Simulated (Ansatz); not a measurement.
Input:

```xyz
4
Lattice="4.2985 0.0000 0.0000 -2.1493 3.6785 0.0000 0.0000 0.0000 6.9410" Properties=species:S:1:pos:R:3 pbc="T T T"
Cd     0.0000     2.4550    -0.0024
Cd     2.1493     1.2235     3.4681
Se     0.0000     2.4369     2.6122
Se     2.1493     1.2416     6.0826
```

No spin polarisation.

Level of theory: LDA, PAW, 420 eV (Ansatz, an electronic-structure program; no spin-orbit coupling). k-mesh 9×9×5 (Γ-centred); smearing 0.05 eV (Fermi–Dirac).

### Question
Predict the valence-band top at Γ and gap character.

### Answer
The valence-band top at Γ (three highest levels, from the VBM) is 0.00, -0.04, -0.06 eV and the gap character is direct at Γ.

The cells carry an imposed strain or load. No phonon test of stability was made. The cell was made from CdSe in the wurtzite structure (space group P6_3mc, No. 186) by this change: uniaxial strain ε_xx = +1.20 %.
